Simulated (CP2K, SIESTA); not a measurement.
A CP2K input for a self-consistent single point of C (P-1, 2 atoms in the cell) (DFT PBEsol, GPW, DZVP-MOLOPT-SR-GTH basis, GTH-PBE potentials (GTH_POTENTIALS)):

```
&GLOBAL
  PROJECT calc
  RUN_TYPE ENERGY_FORCE
  PRINT_LEVEL MEDIUM
&END GLOBAL
&FORCE_EVAL
  METHOD Quickstep
  STRESS_TENSOR ANALYTICAL
  &DFT
    BASIS_SET_FILE_NAME BASIS_MOLOPT
    POTENTIAL_FILE_NAME GTH_POTENTIALS
    &QS
      METHOD GPW
      EPS_DEFAULT 1E-11
    &END QS
    &MGRID
      CUTOFF 400
      REL_CUTOFF 50
      NGRIDS 4
    &END MGRID
    &SCF
      SCF_GUESS ATOMIC
      EPS_SCF 1E-7
      MAX_SCF 100
      ADDED_MOS 4
      &DIAGONALIZATION
        ALGORITHM STANDARD
      &END DIAGONALIZATION
      &MIXING
        METHOD BROYDEN_MIXING
        ALPHA 0.4
        NBUFFER 12
      &END MIXING
      &SMEAR ON
        METHOD GAUSSIAN
        SIGMA [eV] 0.05
      &END SMEAR
    &END SCF
    &KPOINTS
      SCHEME MONKHORST-PACK 16 16 9
      GAMMA_CENTERED T
    &END KPOINTS
    &XC
      &XC_FUNCTIONAL
        &PBE
          PARAMETRIZATION PBESOL
        &END PBE
      &END XC_FUNCTIONAL
    &END XC
    &PRINT
      &MO
        EIGENVALUES T
        OCCUPATION_NUMBERS T
        NDIGITS 8
        FILENAME mo
        &EACH
          QS_SCF 0
        &END EACH
        ADD_LAST NUMERIC
      &END MO
      &MULLIKEN ON
      &END MULLIKEN
    &END PRINT
  &END DFT
  &SUBSYS
    &CELL
      A 2.45645300 0.00000000 0.00000000
      B 1.22812000 2.12741300 0.00000000
      C -1.19429100 -0.68956400 3.50283500
      PERIODIC XYZ
    &END CELL
    &COORD
      SCALED
      C        0.83098600     0.82592800    -0.00137900
      C        0.16901400     0.17407200     1.00137900
    &END COORD
    &KIND C
      BASIS_SET DZVP-MOLOPT-SR-GTH-q4
      POTENTIAL GTH-PBE-q4
    &END KIND
  &END SUBSYS
  &PRINT
    &FORCES ON
    &END FORCES
    &STRESS_TENSOR ON
    &END STRESS_TENSOR
  &END PRINT
&END FORCE_EVAL
```

Translate this input to SIESTA.

One input that does it (others would too):

```
# files in the folder: C.psml (PseudoDojo PBEsol standard)
SystemName  C
SystemLabel C

NumberOfAtoms                2
NumberOfSpecies              1
%block ChemicalSpeciesLabel
  1 6 C
%endblock ChemicalSpeciesLabel
LatticeConstant              1.0 Bohr
%block LatticeVectors
     4.020052179   -2.321112804    0.000000000
     4.020052179    2.321112804    0.000000000
    -2.606062717    0.000000000    6.619398810
%endblock LatticeVectors
AtomicCoordinatesFormat      Ang
%block AtomicCoordinatesAndAtomicSpecies
     3.526688027   -0.006212640   -0.004830409  1
    -0.651117027    0.006212640    3.507665409  1
%endblock AtomicCoordinatesAndAtomicSpecies

XC.functional                GGA
XC.authors                   PBEsol
PAO.BasisSize                DZP
PAO.EnergyShift              0.01 Ry
MeshCutoff                   300 Ry
%block kgrid.MonkhorstPack
   16   0   0  0.0
    0  16   0  0.0
    0   0   9  0.0
%endblock kgrid.MonkhorstPack
OccupationFunction           MP
OccupationMPOrder            0
ElectronicTemperature        50.0 meV

MaxSCFIterations             150
SCF.Mixer.Method             Broyden
SCF.Mixer.Weight             0.2
SCF.Mixer.History            6
SCF.DM.Tolerance             1.0E-05
Diag.ParallelOverK           true
WriteForces                  true
Charge.Mulliken              end
```

Basis settings and potentials, where a program has them, do not carry over. This input uses DFT, GGA PBEsol, numerical atomic orbitals DZP, PseudoDojo PBEsol standard norm-conserving potentials (rewritten from UPF to PSML).

The starting cell comes from a database of computed structures (which also holds hypothetical and non-ambient phases and stackings), without a prior relaxation at this level. For this run, on top of that: atoms moved at random.
